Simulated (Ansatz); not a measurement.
GaAl3As4 (model structure, P-4m2, No. 115, 8 atoms in the cell) was calculated with LDA (PAW; Ansatz, a quantum-chemistry and plane-wave program).

Run with plane-wave cutoff 520 eV, 8×8×4 k mesh (along the axes of the cell as run), Fermi–Dirac smearing 0.01 eV, scalar-relativistic PAW data made under PBE.

Cell (relaxed with PBEsol):

```cif
data_Al3As4Ga
_chemical_formula_sum 'Ga1 As4 Al3'
_space_group_name_H-M_alt 'P-4m2'
_space_group_IT_number 115
_space_group_name_Hall 'P -4 -2'
_cell_length_a 4.01150
_cell_length_b 4.01150
_cell_length_c 11.33522
_cell_angle_alpha 90.000
_cell_angle_beta 90.000
_cell_angle_gamma 90.000
loop_
_atom_site_label
_atom_site_type_symbol
_atom_site_symmetry_multiplicity
_atom_site_Wyckoff_symbol
_atom_site_fract_x
_atom_site_fract_y
_atom_site_fract_z
_atom_site_occupancy
Ga1 Ga 1 a 0.00000 0.00000 0.00000 1
As1 As 2 g 0.50000 0.00000 0.12489 1
Al1 Al 2 f 0.50000 0.50000 0.24965 1
As2 As 2 g 0.00000 0.50000 0.37480 1
Al2 Al 1 d 0.00000 0.00000 0.50000 1
```

Q: Give the computed band gap.

A: 
- band gap: 1.28 eV (direct)

Note: the relaxation could raise the start's symmetry but not lower it, so the cell can be a saddle point; cell and atoms aren't relaxed at this level (largest force component 0.02 eV/Å, pressure -1.8 GPa).

Spin–orbit coupling is not included.

The computed numbers hold no vibrational or temperature effects.

It cost around 29 core-seconds (rough) of CPU time.

A model structure was made by putting elements into a prototype or built by hand; it is no filed structure, need not be a known phase, and can be a saddle point held by its symmetry.
